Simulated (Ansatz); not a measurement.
The starting structures come from a database of crystals and need not be the phases stable at ambient conditions.

Tunnelling through a barrier is set by its complex band structure: the current falls as exp(−2κd) with the smallest κ.

Data:

```xyz
7
Lattice="6.8084 0.0000 0.0000 3.4042 7.9977 0.0000 3.4042 0.0000 3.4042" Properties=species:S:1:pos:R:3 pbc="T T T"
Sr     6.8084     5.1975     0.0000
Sr     3.4042     2.8002     0.0000
Sr     5.1063     0.0000     1.7021
Sr     1.7021     0.0000     1.7021
P      6.8084     2.1603     0.0000
P      3.4042     5.8374     0.0000
O      3.4042     0.0000     0.0000
```

Space group of this cell: I4/mmm. The cell is taken as given.

Transport runs along the normal of the first two printed cell vectors, the (110) plane of the conventional cell.

The gap is the functional's own. No spin-orbit coupling. Mid-gap values are interpolated on the energy grid.

Task: Estimate the band gap and the smallest decay constant κ at mid-gap that r2SCAN (Ansatz, a program for electronic structure) returns for this system.

Result: Gap 1.56 eV on a 10×10×10 mesh; κ = 0.166 1/Å, at the zone centre.
